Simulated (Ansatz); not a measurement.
# Size effect: BaMoO3 (Pm-3m) beside Cu

BaMoO3 (Pm-3m) has a bulk resistivity ρ₀ of 9.35 μΩ·cm and a mean free path ℓ of 11.5 nm. Cu (Fm-3m) has a bulk resistivity ρ₀ of 1.66 μΩ·cm and a mean free path ℓ of 40.5 nm. Both at 300 K by PBEsol, DFPT electron-phonon coupling, linearised Boltzmann equation (plane waves, PAW, scalar-relativistic; Ansatz, a quantum-chemistry and plane-wave program); third figures are kept for the arithmetic, and halving the electron mesh moves ρ₀ by up to 3 and 1 % at 300 K, and ℓ by up to 5 and 1 % (the most at any temperature). Cell of BaMoO3 (Pm-3m): a = b = c = 4.008 Å, α = β = γ = 90.00°. Remarks on BaMoO3 (Pm-3m): eigensolver warning.

Square wire of width d: ρ − ρ₀ = ρ₀ℓ × [0.75(1 − p)/d + 1.5R/((1 − R)D)], with p = 0, R = 0.2, D = d.

Reduce the formula and give each metal's size term.

With D = d the size term is Kρ₀ℓ/d, K = 0.75 × 1.0 + 1.5 × 0.2/0.80 = 1.12. BaMoO3 (Pm-3m): ρ₀ℓ = 10.8×10⁻¹⁶ Ω·m², ρ = 9.35 + 120/d. Cu: 6.72×10⁻¹⁶ Ω·m², ρ = 1.66 + 75.3/d (μΩ·cm, d in nm).

By these numbers, below which width does BaMoO3 (Pm-3m) have the lower resistivity?

Nowhere: neither ρ₀ nor ρ₀ℓ of BaMoO3 (Pm-3m) lies under that of Cu.

Give copper a liner of 1 nm on each side that carries no current, and suppose that BaMoO3 (Pm-3m) needs no liner. Tabulate ρL/d² for L = 1 μm against the trench width w. Take w = 9, 16, 30, 45 nm.


| w (nm) | ρ, BaMoO3 (Pm-3m) (μΩ·cm) | Ω/μm, BaMoO3 (Pm-3m) | core d (nm) | ρ, Cu (μΩ·cm) | Ω/μm, Cu |
|---|---|---|---|---|---|
| 9 | 23 | 2800 | 7 | 12.4 | 2500 |
| 16 | 16.9 | 660 | 14 | 7.0 | 360 |
| 30 | 13.4 | 148 | 28 | 4.3 | 55 |
| 45 | 12.0 | 59 | 43 | 3.4 | 18.4 |

The line of Cu has the lower resistance at w = 9, 16, 30, 45 nm. For Cu, d lies under 0.3 ℓ at w = 9 nm, where the formula is only a guide.

The formula is the first-order form of the Fuchs-Sondheimer and Mayadas-Shatzkes models for a square wire of an isotropic metal and fails where d lies far under ℓ. Specularity, reflection and grain size are typed assumptions. Defining ℓ as one path for all states would lower each ρ₀ℓ, not all alike. ρ₀ is phonon-limited: no impurities, no disorder, and the values belong to this polymorph, stable or not.

Computed structure with no diffraction record at hand here (it may be known, metastable or hypothetical): BaMoO3 (Pm-3m).
